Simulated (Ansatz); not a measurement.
Take GeSe (space group Pnma, No. 62; a = 10.9614 Å, b = 3.8757 Å, c = 4.4321 Å; layered, stacked along the Cartesian x axis) as the base.

The values are results of Kohn–Sham DFT with the PBE-D3(BJ) functional, run in Ansatz (a quantum-chemistry and plane-wave program) with PAW and 420 eV plane waves, no spin-orbit coupling, not measurements.

Carriers are added at fixed cell with a uniform background; the Fermi–Dirac width is that of 300 K.

One change was made to it. Results:

| quantity | base | after |
|---|---|---|
| largest internal atomic displacement | – | 0.011 Å |
| gap between the host's bands | 0.73 eV | 0.77 eV |
| Fermi level relative to the doped band's edge (positive inside the band; to 0.05 eV) | – | +0.35 eV |

Task: Which of these changes matches the shifts?
(A) holes 2.0×10^21 cm⁻³
(B) holes 7.0×10^21 cm⁻³
(C) electrons 7.0×10^21 cm⁻³

Result: A, holes 2.0×10^21 cm⁻³. For comparison, the Fermi level from band edge in the other runs: electrons 7.0×10^21 cm⁻³ gives +0.75 eV; holes 7.0×10^21 cm⁻³ gives +0.60 eV.

Carriers are added with a uniform compensating background; total energy and stress of such cells depend on the potential's zero and are not compared; many-body gap narrowing is missing at this level. Whether these cells are dynamically stable was not tested. The program warned that a D3 coordination switch lies within reach, so dispersion energies are less smooth here.
